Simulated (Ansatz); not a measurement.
End structure of a constructed model of the (110) surface of bcc W, a cell of two sites (a+b, b-a) layer of O, one a cell, on the site that continues the host's stacking (bottom of the slab: a bare face, its two planes held):

```
CELL_PARAMETERS angstrom
      1.83845     2.59996     0.00000
     -3.67690     2.59996     0.00000
      0.00000     0.00000    29.50000
ATOMIC_POSITIONS crystal
  W  0.50000 0.00000 0.27875
  W  0.00000 0.50000 0.27875
  W  0.00000 0.00000 0.35507
  W  0.50000 0.50000 0.35507
  W  0.50000 0.00000 0.43107
  W  0.00000 0.50000 0.43184
  W  0.00000 0.00000 0.50800
  W  0.50000 0.50000 0.50722
  W  0.50000 0.00000 0.58342
  W  0.00000 0.50000 0.58525
  W  0.00000 0.00000 0.66062
  W  0.50000 0.50000 0.65760
  O  0.50000 0.00000 0.70189
```

Slab: 13 atoms, 13.1 Å thick at the start with caps and adatoms (thin: gaps and levels are the slab's own); k 12x8x1, smearing 0.1 eV, dipole-corrected; 4 atoms held, the rest relaxed; held to the start's symmetry, so lower structures may exist; no spin, no spin-orbit, no U. It is one candidate, not shown to be the stable structure of the face.

Give the work function of the top face at the level PBE run with Ansatz (a quantum-chemistry and plane-wave program).

4.71 eV
